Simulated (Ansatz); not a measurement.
## Element substitutions in BAs

The reference is BAs in the zinc blende structure (space group F-43m, No. 216; a = 4.784 Å).

Each row replaces one element on all its sites; cell and atoms are relaxed.

Method: Ansatz (a program for electronic structure), r2SCAN, PAW, cutoff 500 eV, no spin-orbit coupling.

```tsv
change	band gap	density
base	1.38 eV	5.20 g/cm³
B → Ga	0.96 eV	5.28 g/cm³
B → Pt	zero	[?]
B → In	0.08 eV	5.53 g/cm³
B → Ru	zero	7.30 g/cm³
```

Problem. What belongs in the blanks?

Solution. 
- B → Pt, density: 10.39 g/cm³

No phonon test of stability was made. As relaxed here, PtAs and RuAs are hypothetical phases, not in the database extracts checked. All final runs are without spin polarisation. An odd electron count without spin: PtAs and RuAs. The zero or small gap of InAs can change with the level of theory.
